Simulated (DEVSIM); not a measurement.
Device: illuminated Si n-on-p cell, one wavelength, with a back-surface field, at 300 K.

Layer 1 from the left is Si, thickness (μm) 0.500, Nd (cm⁻³) 8.6e18, τn (s) 2.5e-9, τp (s) 1.1e-8, absorption coefficient (cm⁻¹) 11000. Layer 2 from the left is Si, thickness (μm) 120, Na (cm⁻³) 4.2e15, τn (s) 1.9e-7, τp (s) 1.9e-7, absorption coefficient (cm⁻¹) 11000. Layer 3 from the left is Si, thickness (μm) 0.100, Na (cm⁻³) 4e18, τn (s) 1.9e-7, τp (s) 1.9e-7, absorption coefficient (cm⁻¹) 11000.

Left contact: ohmic, minority hole recombination velocity 60 cm/s. Right contact: ohmic, minority electron recombination velocity 10000 cm/s. Voltage is applied to the left contact. Recombination: SRH at mid-gap, radiative, Auger. Light enters at the left, 1.7e17 photons cm⁻² s⁻¹, one pass, no reflection. Mobility is μmin + (μ − μmin)/(1 + (N/Nref)^α).

This is a model device: material constants are rounded textbook-type values typed into the input, and sizes, dopings and lifetimes were drawn at random. Values at 300 K.

Si: gap (eV) 1.124, affinity (eV) 4.05, permittivity 11.7, Nc (cm⁻³) 2.86e19, Nv (cm⁻³) 3.1e19, μn (cm²/Vs) 1417, μp (cm²/Vs) 470, μn,min 52, μp,min 45, Nref,n 9.7e16, Nref,p 2.2e17, αn 0.68, αp 0.72, B (cm³/s) 4.7e-15, Cn (cm⁶/s) 2.8e-31, Cp (cm⁶/s) 9.9e-32.

Model (solved in DEVSIM): 1D drift-diffusion, Boltzmann statistics, complete ionisation; no tunnelling, impact ionisation, image-force lowering or self-heating.

Problem. What does the simulation give for the potential step across the device at zero bias, the fill factor?

Solution. potential step across the device at zero bias 1.040 V; fill factor 0.80.
